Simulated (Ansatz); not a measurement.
A self-consistent single point of Nb3Au2 (I4mm, 5 atoms in the cell) with Ansatz (a program for electronic structure)

Level of theory: PBEsol, default PAW files made with PBE (plane waves; Ansatz).

This input was run:

Ansatz 0.2 input:
```yaml
# Nb3Au2
crystal:
  lattice:
    - [-1.712928, 1.712928, 7.683883]
    - [1.712928, -1.712928, 7.683883]
    - [1.712928, 1.712928, -7.683883]
  atoms:
    - { symbol: Nb, position: [0.003254, 0.003254, 0.000000] }
    - { symbol: Nb, position: [0.399240, 0.399240, 0.000000] }
    - { symbol: Nb, position: [0.600760, 0.600760, 0.000000] }
    - { symbol: Au, position: [0.199770, 0.199770, 0.000000] }
    - { symbol: Au, position: [0.800230, 0.800230, 0.000000] }
basis:
  ecutwfc: 420.0 eV
kpoints:
  mp_grid: { grid: [6, 6, 6] }
hamiltonian:
  xc: pbesol
  pseudopotentials: { kind: paw }
scf:
  occupations: { method: fermi_dirac, width: 0.1 eV }
output:
  forces: true
  eigenvalues: true
  stress: true
```

The program printed (abridged):

```
WARN ansatz: RAYON_NUM_THREADS=1 ignored (pool sized by the plan → 1); use --threads N
basis.fft_grid_basis auto: the FFT boxes are laid along the combinations [[1, 0, 1], [0, 1, 1], [0, 0, 1]] of the cell's own vectors, 3.426, 3.426 and 8.057 Å …
Pseudopotentials: kind: paw
Pseudopotential: Nb, paw, valence charge 13
Pseudopotential: Au, paw, valence charge 19
Crystal: 5 atoms, lattice volume = 90.182 Å³
Basis set: ecut = 420 eV, 1761 PW (Γ), FFT grids on a1+a3, a2+a3, a3, exchange–correlation on 48×48×108 points (8 copies of the dense FFT grid, shifted against one another)
Bands: 47, of which v1, the nominal top of the filled ones, is band 39 counted from 1 (38 counted from 0)
Symmetry: 8 space group operations
Space group: I4mm (ITA 107), of the structure as read, at distance tolerance 4.5e-5 Å
k-points: 30 of 216 (time reversal used)
PAW frozen core: Nb, regenerated for the run's functional, and the local potential with it
PAW frozen core: Au, regenerated for the run's functional, and the local potential with it
Initial density: superposition of atomic densities (neutral atoms: chi_scale 0, normalization atom), corrected by the library's trained network
Initial wavefunctions: pseudopotential atomic-orbital guess
Eigensolver: davidson
Functional: x = pbesol(κ = 0.804, μ = 0.12345679012345678), c = pbesol(β = 0.046)
SCF iter   1: F=—  HF=-39501.435155 eV  |F-HF|=—  |Δ(HF+E_count)|=         —  Δρ=6.32e-3  dr2=3.99e-2  ethr=1.77e-3  ⟨swp⟩=5.1  Hψ=4300  notcnv=0
all-band conjugate gradients solve this SCF's bands
preconditioner: auto → Kerker (q_TF=auto, 2.657 Å⁻¹)
SCF iter   2: F=—  HF=-39501.432814 eV  |F-HF|=—  |Δ(HF+E_count)|=   2.34e-3  Δρ=3.26e-3  dr2=1.12e-2  ethr=5.18e-5  ⟨swp⟩=2.6  Hψ=2129  notcnv=0
SCF iter   3: F=—  HF=-39501.430828 eV  |F-HF|=—  |Δ(HF+E_count)|=   1.99e-3  Δρ=4.90e-4  dr2=3.71e-4  ethr=1.46e-5  ⟨swp⟩=2.0  Hψ=1892  notcnv=0
SCF iter   4: F=—  HF=-39501.430774 eV  |F-HF|=—  |Δ(HF+E_count)|=   5.41e-5  Δρ=1.14e-4  dr2=2.12e-5  ethr=4.82e-7  ⟨swp⟩=2.0  Hψ=1767  notcnv=0
SCF iter   5: F=—  HF=-39501.430777 eV  |F-HF|=—  |Δ(HF+E_count)|=   3.08e-6  Δρ=2.75e-5  dr2=9.02e-7  ethr=2.75e-8  ⟨swp⟩=2.1  Hψ=1955  notcnv=0
SCF iter   6: F=-39501.430777 eV  HF=-39501.430777 eV  |F-HF|=1.97e-8  |Δ(HF+E_count)|=   8.58e-8  Δρ=5.68e-6  dr2=3.65e-8  ethr=1.30e-10  ⟨swp⟩=5.5  Hψ=5306  notcnv=0
SCF 1 converged in 6 iterations: F = -39501.430777 eV  dr2 = 3.65e-8
SCF converged after 6 iterations
Free energy (F): -39501.430777 eV
Harris-Foulkes:  -39501.430777 eV  (|F-HF|=1.97e-8)
Internal energy: -39501.313307 eV  (E = F + TS)
E sigma→0 (E₀):  -39501.372042 eV
Entropy (-TS):   -0.117470 eV (-23.494 meV/atom)
Fermi energy:    18.568388 eV
--- Per-component energies (eV) ---
  E_band       = -701.072234
  E_kinetic    = 2386.322882
  E_local      = -6299.461892  (includes V_loc(G=0)·N_el)
  E_nonlocal   = 513.201605
  E_hartree    = 2467.091356
  E_xc         = -976.112951
  E_vxc        = -1186.076385  (∫ρ·V_xc dr)
  E_paw        = -28181.274890  (= ΣΔE_a)
  E_vpaw       = -1049.240911  (= ΣTr[D̂ρ^β])
  E_aug_tail   = 0.002802  (compensation charges beyond the density's cutoff)
  E_ewald      = -9412.267304
  E_core_change = 1.185085  (= ΣΔE_core)
  E_smearing   = -0.117470  (= −TS)
  E_closure    = 0.000000  (closes the sum)
  Σ components = -39501.430777   (vs F -39501.430777, Δ=0.00e0)
--- Forces (eV/Å), atoms counted from 1 ---
  atom   1  Nb     0.00000000    -0.00000000    -0.69965852
  atom   2  Nb     0.00000000     0.00000000     0.28697096
  atom   3  Nb    -0.00000000     0.00000000     0.18945398
  atom   4  Au    -0.00000000     0.00000000     0.05178771
  atom   5  Au     0.00000000     0.00000000     0.17169096
  max |Σ_I F_I| component: 2.45e-4 eV/Å
--- Stress (GPa, compression-positive) ---
       -7.660663       0.000000      -0.000000
        0.000000      -7.660663       0.000000
       -0.000000      -0.000000      -7.807030
  P = ⅓ Tr σ = -7.7095 GPa (-77.095 kbar)
  The stress holds the Pulay correction. Without it, at fixed plane waves, as pw.x and ABINIT print it: P = -7.7411 GPa
--- Band table (eV; the first three rows and the last of 30) ---
  k-point 0: bands = ["-87.5285", "-87.5112", "-38.9600", "-38.9065", "-38.8937", "-38.8937", "-38.8199", "-38.8199", "-36.3622", "-36.2746", "-35.5996", "-12.5364", "-12.4634", "-12.4634", "-12.4032", "-12.3027", "-12.3027", "-11.7310", "-11.4968", [...]
  k-point 1: bands = ["-87.5279", "-87.5116", "-38.9581", "-38.9262", "-38.8992", "-38.8633", "-38.8377", "-38.8204", "-36.3492", "-36.2642", "-35.6058", "-12.6040", "-12.5279", "-12.4906", "-12.3775", "-12.3434", "-12.3083", "-11.6637", "-11.5841", [...]
  k-point 2: bands = ["-87.5271", "-87.5119", "-38.9494", "-38.9313", "-38.9102", "-38.8812", "-38.8323", "-38.8214", "-36.3307", "-36.2469", "-35.6080", "-12.6580", "-12.6400", "-12.5278", "-12.4713", "-12.4232", "-12.2811", "-11.7118", "-11.5878", [...]
  k-point 29: bands = ["-87.5285", "-87.5112", "-38.9599", "-38.9066", "-38.8937", "-38.8937", "-38.8199", "-38.8199", "-36.3614", "-36.2753", "-35.5997", "-12.5326", "-12.4630", "-12.4630", "-12.4050", "-12.3032", "-12.3032", "-11.7333", [...]
```

The run converged in 6 iterations.

The starting cell comes from a database of computed structures (which also holds hypothetical and non-ambient phases and stackings), without a prior relaxation at this level. Its lattice was rescaled by up to half a per cent. One atom was moved a little off its site on purpose. Spin-orbit coupling is off. Spin polarisation is off. With a pressure of about -8 GPa the cell is away from its equilibrium volume at this level. Ansatz's pressure includes its estimate of the finite-basis (Pulay) stress.
